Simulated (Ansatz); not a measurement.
**A computed series for ZnSiP2: response to strain**

The parent structure is ZnSiP2 in the chalcopyrite structure (space group I-42d, No. 122; a = 5.419 Å, c = 10.540 Å).

Strains are applied to the cell and any free atomic positions relax.

Computed with plane-wave PAW DFT at the PBE level (Ansatz, a first-principles code, 420 eV), spin-orbit coupling left out.

Candidates:
(a) isotropic strain −2.25 %
(b) isotropic strain −3.00 %
(c) isotropic strain −1.50 %

Notes on the quantities. energy relative to the base: free energy F.

**Question.** Order them by energy relative to the base, highest first.

**Answer.** (b) isotropic strain −3.00 % (+46 meV/atom), (a) isotropic strain −2.25 % (+25 meV/atom), (c) isotropic strain −1.50 % (+11 meV/atom)

Stability against distortions was not tested.
